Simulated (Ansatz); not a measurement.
Consider O vacancy in monoclinic ZrO2 strained by +1.5 % along x and y, z held, neutral cell. These are PBE, PAW (plane waves to 420 eV; Ansatz, a quantum-chemistry and plane-wave program) values and carry that method's errors.

Cell of 96 host sites held at the strained lattice (strain from the relaxed PBE one, atoms relaxed); the Γ point alone; Fermi-Dirac width 0.01 eV, spin-restricted; finite-size errors left in. Static, classical nuclei. The charge state is imposed; whether it is stable for some Fermi level was not computed. Forms of the defect that were not tried may lie lower. The start lies 0.16 eV above the lowest site run (PBE).

Barriers: single points on a 2×2×2 k-point mesh shifted by half a step at the bands' geometries (they differ from the bands' own by up to 0.15 eV, and are uncertain by about as much).

Relaxed starting cell (atoms counted from 1):

```
CELL_PARAMETERS angstrom
     10.53436     0.00000     0.00000
      0.00000    10.64080     0.00000
     -1.83419     0.00000    10.60481
ATOMIC_POSITIONS crystal
  Zr 0.13733 0.22568 0.35844
  Zr 0.13734 0.22697 0.85629
  Zr 0.13667 0.72733 0.35552
  Zr 0.13695 0.72775 0.85496
  Zr 0.63606 0.22669 0.35604
  Zr 0.63684 0.22763 0.85560
  Zr 0.63637 0.72622 0.35493
  Zr 0.63710 0.72716 0.85515
  Zr 0.36255 0.27391 0.14511
  Zr 0.36124 0.27386 0.64524
  Zr 0.36219 0.77276 0.14453
  Zr 0.36223 0.77277 0.64491
  Zr 0.86239 0.27227 0.14653
  Zr 0.86303 0.27274 0.64368
  Zr 0.86229 0.77348 0.14449
  Zr 0.86202 0.77395 0.64393
  Zr 0.36205 0.47750 0.39453
  Zr 0.36256 0.47732 0.89482
  Zr 0.36132 0.97593 0.39437
  Zr 0.36278 0.97706 0.89515
  Zr 0.86239 0.47715 0.39513
  Zr 0.86284 0.47648 0.89456
  Zr 0.85886 0.97606 0.39434
  Zr 0.86236 0.97752 0.89476
  Zr 0.13639 0.02278 0.10733
  Zr 0.13510 0.02178 0.60754
  Zr 0.13675 0.52360 0.10541
  Zr 0.13665 0.52345 0.60539
  Zr 0.63657 0.02321 0.10543
  Zr 0.63530 0.02360 0.60611
  Zr 0.63735 0.52299 0.10496
  Zr 0.63693 0.52279 0.60550
  O  0.03113 0.08869 0.92740
  O  0.03138 0.58673 0.42469
  O  0.03137 0.58685 0.92504
  O  0.52989 0.08748 0.42635
  O  0.53196 0.08746 0.92611
  O  0.53163 0.58672 0.42556
  O  0.53172 0.58735 0.92555
  O  0.46818 0.41291 0.07417
  O  0.46755 0.41288 0.57463
  O  0.46748 0.91340 0.07474
  O  0.46654 0.91378 0.57467
  O  0.96848 0.41139 0.07584
  O  0.96706 0.41510 0.57591
  O  0.96779 0.91228 0.07344
  O  0.96617 0.91721 0.57151
  O  0.46778 0.33715 0.32490
  O  0.46761 0.33780 0.82402
  O  0.46729 0.83704 0.32463
  O  0.46852 0.83760 0.82455
  O  0.96660 0.33261 0.32918
  O  0.96763 0.33638 0.82431
  O  0.96855 0.84048 0.32393
  O  0.96801 0.83865 0.82292
  O  0.02993 0.15858 0.18276
  O  0.03199 0.16330 0.67395
  O  0.03114 0.66328 0.17573
  O  0.03210 0.66550 0.67402
  O  0.53202 0.16314 0.17624
  O  0.53020 0.16311 0.67579
  O  0.53142 0.66273 0.17545
  O  0.53177 0.66306 0.67561
  O  0.22744 0.37260 0.48603
  O  0.22769 0.37109 0.98570
  O  0.22763 0.87048 0.48615
  O  0.22717 0.87131 0.98637
  O  0.72745 0.37091 0.48607
  O  0.72742 0.37178 0.98614
  O  0.72688 0.86994 0.48646
  O  0.72765 0.87179 0.98573
  O  0.27111 0.12871 0.01605
  O  0.26241 0.13024 0.51312
  O  0.27195 0.62856 0.01384
  O  0.27182 0.62856 0.51402
  O  0.77222 0.12904 0.01483
  O  0.77052 0.12770 0.51396
  O  0.77212 0.62894 0.01371
  O  0.77202 0.62812 0.51363
  O  0.27179 0.12169 0.26599
  O  0.27364 0.12226 0.76640
  O  0.27187 0.62300 0.26402
  O  0.27149 0.62084 0.76400
  O  0.77241 0.12153 0.26521
  O  0.77117 0.12182 0.76424
  O  0.77203 0.62138 0.26376
  O  0.77248 0.62164 0.76354
  O  0.22894 0.38110 0.23493
  O  0.22697 0.37882 0.73597
  O  0.22749 0.87847 0.23601
  O  0.22807 0.87677 0.73719
  O  0.72807 0.37880 0.23599
  O  0.72768 0.37865 0.73596
  O  0.72588 0.87774 0.23497
  O  0.72740 0.87908 0.73586
```

End state 1 differs by these moves (Å; atoms that move under 0.08 Å are left out):

```csv
atom,element,Δx,Δy,Δz
47,O,-0.01,0.00,0.08
52,O,0.02,0.06,-0.06
57,O,0.42,-0.76,-2.56
73,O,0.09,-0.02,0.03
81,O,-0.11,-0.02,-0.03
```

Problem. What forward and backward barriers to end state 1 does PBE, PAW give?

Solution. forward 1.45 eV, backward 1.45 eV; at the saddle point atom 57 has neighbours Zr at 1.98, Zr at 2.28, Zr at 2.45 Å. The saddle point's order was not checked.
